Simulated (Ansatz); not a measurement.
Cells marked so need not be the phases stable at ambient conditions, and some may be hypothetical.

 Where the default PAW files enter, the runs use the earlier of Ansatz's two default sets.

No gap correction and no spin-orbit coupling; mid-gap values are interpolated between computed energies.

A. SrClF (P4/nmm, not sure to be the ambient phase, 6 atoms a cell, 19.8 Å³ an atom, -2 GPa at this level), along the normal of (110)
B. VCu₃Te₄ (P-43m, not sure to be the ambient phase, 8 atoms a cell, 25.6 Å³ an atom, -2 GPa at this level), along the normal of (001)
C. Bi2Pb2Se5 (P-3m1, not sure to be the ambient phase, 9 atoms a cell, 28.5 Å³ an atom), along the normal of (001)
D. MgTe(PbO₃)₂ (Fm-3m, not sure to be the ambient phase, 10 atoms a cell, 12.9 Å³ an atom, -2 GPa at this level), along the normal of (110)
E. Cs₂O (R-3m, not sure to be the ambient phase, 3 atoms a cell, 34.1 Å³ an atom), along the normal of (101)

Q: Rank these by mid-gap decay constant of the slowest evanescent state (lowest first), as Ansatz (a first-principles code) with PBEsol gives it.

A: C (0.05 1/Å), B (0.13 1/Å), E (0.18 1/Å), D (0.24 1/Å), A (0.38 1/Å)
